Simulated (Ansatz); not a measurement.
## Effect of strain tensor (xx, yy, zz, yz, xz, xy) = (−1.18, −0.95, +0.64, −0.02, +0.13, +0.13) % on Be

Consider Be in the hcp (Mg type) structure (space group P6_3/mmc, No. 194; a = 2.2617 Å, c = 3.5692 Å; relaxed with 0.1 eV smearing). Axes: x lies along a and z along c of the hexagonal cell.

Now apply this change: strain tensor (xx, yy, zz, yz, xz, xy) = (−1.18, −0.95, +0.64, −0.02, +0.13, +0.13) %, atoms relaxed at fixed cell.

Level of theory: r2SCAN, PAW, 500 eV (Ansatz, a first-principles code; no spin-orbit coupling). Settings: 29×29×16 k-points, 0.1 eV Fermi–Dirac smearing.

The volume per atom shrinks by 0.12 Å³ to 7.79 Å³ and the space group changes from P6_3/mmc (No. 194) to P-1 (No. 2). The shortest interatomic distance stays essentially unchanged (2.211 Å against 2.210 Å) and the energy rises by 2.5 meV/atom. The band gap is still zero and the stress (xx, yy, zz, yz, xz, xy; compression positive) comes out as (4.4, 3.6, -2.6, 0.1, -0.4, -0.4) GPa.

Final structure:

```xyz
2
Lattice="2.2350 0.0028 0.0028 -1.1151 1.9387 -0.0018 0.0045 -0.0007 3.5920" Properties=species:S:1:pos:R:3 pbc="T T T"
Be     0.0044     1.2934     2.6937
Be     1.1200     0.6474     0.8993
```

Cost of the whole job for the changed cell (relaxation, final SCF and bands): about 8 core-minutes (a rough figure).

Whether these cells are dynamically stable was not tested.
